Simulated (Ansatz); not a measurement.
Pressure series in InP

The reference is InP in the zinc blende structure (space group F-43m, No. 216; a = 5.907 Å).

Cell and atoms are relaxed at each pressure.

All numbers come from r2SCAN (Ansatz, a program for electronic structure, PAW, spin-orbit coupling left out).

Notes on the quantities. hole mass: degenerate bands, along [100].

| case | electron mass | hole mass | band gap | volume per atom |
|---|---|---|---|---|
| base | 0.074 mₑ (at Γ) | 0.073, 0.44, 0.44 mₑ (at Γ) | 1.03 eV | 25.76 Å³ |
| pressure −2 GPa | 0.062 mₑ (at Γ) | 0.062, 0.45, 0.45 mₑ (at Γ) | 0.84 eV | 26.59 Å³ |
| pressure −1 GPa | 0.068 mₑ (at Γ) | 0.067, 0.45, 0.45 mₑ (at Γ) | 0.94 eV | 26.16 Å³ |
| pressure 0.9 GPa | 0.077 mₑ (at Γ) | 0.077, 0.43, 0.43 mₑ (at Γ) | 1.10 eV | 25.44 Å³ |
| pressure 2.1 GPa | [?] | [?] | [?] | [?] |
| pressure 4.5 GPa | 0.093 mₑ (at Γ) | 0.092, 0.41, 0.41 mₑ (at Γ) | 1.36 eV | 24.32 Å³ |
| pressure 9 GPa | 0.11 mₑ (at Γ) | 0.11, 0.38, 0.38 mₑ (at Γ) | 1.63 eV | 23.22 Å³ |
| pressure 15 GPa | 1.8 mₑ along k, 0.24 mₑ across (at X) | 0.12, 0.36, 0.36 mₑ (at Γ) | 1.76 eV | 22.06 Å³ |
| pressure 22.5 GPa | 1.8 mₑ along k, 0.24 mₑ across (at X) | 0.14, 0.33, 0.33 mₑ (at Γ) | 1.64 eV | 20.94 Å³ |
| pressure 30 GPa | 1.9 mₑ along k, 0.24 mₑ across (at X) | 0.15, 0.31, 0.31 mₑ (at Γ) | 1.54 eV | 20.04 Å³ |

Complete the table.


- pressure 2.1 GPa, electron mass: 0.083 mₑ (at Γ)
- pressure 2.1 GPa, hole mass: 0.083, 0.42, 0.42 mₑ (at Γ)
- pressure 2.1 GPa, band gap: 1.20 eV
- pressure 2.1 GPa, volume per atom: 25.04 Å³

Load acts through the strain it causes; cell and atoms are relaxed under it. Effective masses come from finite differences of ±0.01 Å⁻¹. Along k means along the line from Γ to the band edge. Whether these cells are dynamically stable was not tested. Measured, InP leaves this structure (for rock salt) near 9.8 GPa (temperature not stated; as listed in Datta, Sujoy, Jana, Debnarayan, arXiv (2020)).
